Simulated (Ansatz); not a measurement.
Base system: CdSe in the zinc blende structure (space group F-43m, No. 216).

```
CdSe
1.0
    0.00000     3.00374     3.00374
    3.00374     0.00000     3.00374
    3.00374     3.00374     0.00000
Cd Se
1 1
Direct
  0.00000   0.00000   0.00000
  0.25000   0.25000   0.25000
```

Cartesian axes are those of the cell as printed.

Calculations: Ansatz (a quantum-chemistry and plane-wave program) LDA, spin-orbit coupling left out.

Strains are applied to the cell and any free atomic positions relax.

One change was made to it. Results:

| quantity | base | after |
|---|---|---|
| valence-band top at Γ (three highest levels, from the VBM) | 0.00, 0.00, 0.00 eV | 0.00, -0.07, -0.07 eV |
| energy relative to the base (free energy F) | 0 meV/atom | +2.4 meV/atom |
| pressure (mean of the normal stresses, compression positive) | 0.00 GPa | 1.22 GPa |

Problem. Which of these changes matches the shifts?
(A) uniaxial strain ε_zz = +1.00 %
(B) uniaxial strain ε_zz = −2.50 %
(C) uniaxial strain ε_zz = −2.00 %

Solution. C, uniaxial strain ε_zz = −2.00 %. For comparison, the valence-band top at Γ in the other runs: uniaxial strain ε_zz = +1.00 % gives 0.00, 0.00, -0.03 eV; uniaxial strain ε_zz = −2.50 % gives 0.00, -0.08, -0.08 eV.

The levels and masses belong to the bands next to the band gap. Stability against distortions was not tested.
